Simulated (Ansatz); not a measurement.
AlN: biaxial strain +1.80 %, plane normal [001], relaxed out of plane

Take AlN in the wurtzite structure (space group P6_3mc, No. 186; a = 3.0888 Å, c = 4.9433 Å) as the base. Axes: x lies along a and z along c of the hexagonal cell.

Perturbation: tensile biaxial strain of 1.80 % in the plane normal to [001], as in epitaxy on a mismatched substrate; the out-of-plane cell vector and the atoms relax.

Calculations: LDA, PAW, 420 eV (Ansatz, a program for electronic structure; without spin-orbit coupling). Settings: 12×12×7 k-points, 0.05 eV Fermi–Dirac smearing.

- Volume per atom = 10.46 Å³ (base 10.21 Å³)
- Space group = P6_3mc (No. 186) (base P6_3mc (No. 186))
- Shortest interatomic distance = 1.893 Å (base 1.876 Å)
- Pressure (mean of the normal stresses, compression positive) = -5.25 GPa (base -0.01 GPa)
- Band gap = 4.04 eV (base 4.42 eV)
- Gap character = direct at Γ (base direct at Γ)
- Width of the top valence band = 2.55 eV (base 2.44 eV)
- Electron mass = 0.31 mₑ (at Γ) (base 0.32 mₑ (at Γ))
- Valence-band top at Γ (three highest levels, from the VBM) = 0.00, -0.46, -0.46 eV (base 0.00, -0.23, -0.23 eV)
- Out-of-plane strain = -1.16 %
- Ratio −ε⊥/ε∥ = 0.64
- Mean in-plane stress (compression positive) = -7.9 GPa

Effective masses come from finite differences of ±0.01 Å⁻¹. Stability against distortions was not tested.
